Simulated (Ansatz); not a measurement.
**Rutile MgH2**

All values below come from LDA in Ansatz (plane waves, PAW).

Numerical settings: plane-wave cutoff 520 eV, 8×8×8 k mesh, perturbation theory, force constants from a 4×4×4 q mesh, scalar-relativistic PAW data made under PBE.

Cell: relaxed at this level.

For rutile MgH2, the high-frequency dielectric constant (mean over three axes) is 4.28 and the dielectric constant ε0 (ions relaxed) (mean over three axes) is 10.7. The zero-point energy comes out as 0.137 eV/atom.

Computing time: very roughly 50 core-minutes.

Ansatz is a first-principles code.
